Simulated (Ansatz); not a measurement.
# GaAs, pressure series

Take GaAs in the zinc blende structure (space group F-43m, No. 216; a = 5.6590 Å) as the base.

Cell and atoms are relaxed at each pressure.

The values are results of PBEsol (Ansatz, a quantum-chemistry and plane-wave program; PAW; 420 eV plane waves; no spin-orbit coupling), not measurements.

Candidates:
(a) pressure 4.5 GPa
(b) pressure 2.1 GPa
(c) pressure 9 GPa
(d) pressure 0.9 GPa
(e) pressure 30 GPa

Before the change:

The band gap is 0.42 eV.

**Question.** Order them by band gap, lowest first.

**Answer.** (d) pressure 0.9 GPa (0.51 eV), (b) pressure 2.1 GPa (0.63 eV), (e) pressure 30 GPa (0.79 eV), (a) pressure 4.5 GPa (0.85 eV), (c) pressure 9 GPa (1.14 eV)

Load acts through the strain it causes; cell and atoms are relaxed under it. Whether these cells are dynamically stable was not tested. Measured, GaAs leaves this structure (for a Cmcm phase) near 15 GPa (room temperature; as listed in arXiv:1906.07825).
